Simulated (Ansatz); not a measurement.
Given:

```xyz
2
Lattice="3.1473 0.0000 0.0000 -1.5737 2.7257 0.0000 0.0000 0.0000 5.0813" Properties=species:S:1:pos:R:3 pbc="T T T"
Zr     0.0000     1.8171     1.2703
Zr     1.5737     0.9086     3.8110
```

Method: LDA, DFPT electron-phonon coupling, linearised Boltzmann equation (plane waves, PAW, scalar-relativistic; Ansatz, a quantum-chemistry and plane-wave program). Condition of this run: functional LDA. How the cell was made: relaxed with this functional, without spin-orbit coupling.

### Question
Predict λ, the logarithmic mean phonon energy and the superconducting Tc for μ* = 0.13 referred to 14.2 meV.

### Answer
λ = 0.85, ħω_log = 11.8 meV, Tc 5.8 K from the anisotropic Eliashberg equations. μ* is a chosen number, and Tc is 8.4 K at 0.08 and 4.5 K at 0.16.

A metal at this level (no band gap). The phonons are harmonic. Spin-orbit coupling is left out. For metals of groups 4 to 10, Tc at these values of μ* can lie well above the measured one. The run warned that the eigensolver left some states short of its tolerance. Halving the electron mesh (32x32x16) moves the coupling by up to 2 %, Tc by up to 2 %. Smearing 0.20 eV; phonons on a 5x5x3 q mesh, which this run doesn't test.
